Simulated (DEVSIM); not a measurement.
Device: abrupt Si n-p junction, at 300 K.

Layer 1 from the left is Si, thickness (μm) 9.50, Nd (cm⁻³) 2.5e16, τn (s) 0.00013, τp (s) 0.00013. Layer 2 from the left is Si, thickness (μm) 2.20, Na (cm⁻³) 2.4e16, τn (s) 0.00013, τp (s) 0.00013.

Left contact: ohmic. Right contact: ohmic. Voltage is applied to the left contact. Recombination: SRH at mid-gap. Gap narrowing is on: ΔEg = 6.92 meV × (l + √(l² + 0.5)), l = ln(N/1.3e17 cm⁻³), shared equally by both band edges. Mobility is μmin + (μ − μmin)/(1 + (N/Nref)^α).

Constants are typed, rounded textbook-type inputs, not results; the design itself was drawn at random and stands for no fabricated device. Values at 300 K.

Si: gap (eV) 1.124, affinity (eV) 4.05, permittivity 11.7, Nc (cm⁻³) 2.86e19, Nv (cm⁻³) 3.1e19, μn (cm²/Vs) 1417, μp (cm²/Vs) 470, μn,min 52, μp,min 45, Nref,n 9.7e16, Nref,p 2.2e17, αn 0.68, αp 0.72.

Simulated with DEVSIM: 1D drift-diffusion, Boltzmann statistics, complete ionisation; no tunnelling, impact ionisation, image-force lowering or self-heating.

What does the simulation give for the largest field in the device at zero bias, the dark forward voltage at 100 A/cm²?

largest field in the device at zero bias 52000 V/cm; dark forward voltage at 100 A/cm² 0.736 V.
